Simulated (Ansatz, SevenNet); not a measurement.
For TiSi2 (Fddd, No. 70), the machine-learned potential SevenNet-0 (trained on PBE and PBE+U data) gives:

| Quantity | Value |
|---|---|
| volume per atom | 14.23 Å³/atom |
| Voigt–Reuss–Hill shear modulus | 59.3 GPa |

Question: What does PBE in Ansatz (plane waves, PAW) give for the same quantities?

Answer: 
- equilibrium volume per atom: 14.18 Å³/atom (falls by 0.4 %)
- Voigt–Reuss–Hill shear modulus: 114 GPa (increases by 92 %)

For comparison: equilibrium volume per atom 14.14 Å³/atom (measured, temperature not stated, no zero-point or thermal correction; as tabulated in W. Jeitschko, Acta Crystallographica B 33, 2347 (1977)).

Changes are worked out from the printed values.

Unless a cell is named, each level is at its own relaxed cell (SevenNet-0 14.23, PBE 14.18 Å³/atom).

Ansatz's density-functional and Hartree–Fock values are scalar-relativistic unless marked +SOC, with PAW data made under PBE.

Ansatz is a quantum-chemistry and plane-wave program.
